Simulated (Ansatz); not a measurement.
Reference: GaP (F-43m), r2SCAN with spin-orbit coupling, rigid bands (plane waves, PAW; Ansatz, a first-principles code); axes and stresses refer to this cell.

```
CELL_PARAMETERS angstrom
      0.00000     2.72581     2.72581
      2.72581     0.00000     2.72581
      2.72581     2.72581     0.00000
ATOMIC_POSITIONS crystal
  Ga 0.00000 0.00000 0.00000
  P  0.25000 0.25000 0.25000
```

The Seebeck coefficient, p-type 1e19 cm⁻³ is 319 μV/K and the band gap is 1.82 eV. The Seebeck coefficient, n-type 1e19 cm⁻³ is -328 μV/K.

Task: After one change the values are Seebeck coefficient, p-type 1e19 cm⁻³ 241 μV/K; band gap 1.61 eV; Seebeck coefficient, n-type 1e19 cm⁻³ -231 μV/K. Name the change that produced these shifts.
A. hydrostatic pressure 10 GPa
B. hydrostatic pressure 5 GPa
C. biaxial stress xx = yy = 2 GPa (compression positive)
D. biaxial stress xx = yy = -2 GPa (compression positive)

Result: D, biaxial stress xx = yy = -2 GPa (compression positive)

Seebeck coefficients are for the stated density at 300 K, with one relaxation time for all states and whether or not that doping can be reached. Stresses and pressures are the targets of the relaxation.  The structure type is held under load, also where the real crystal would transform.
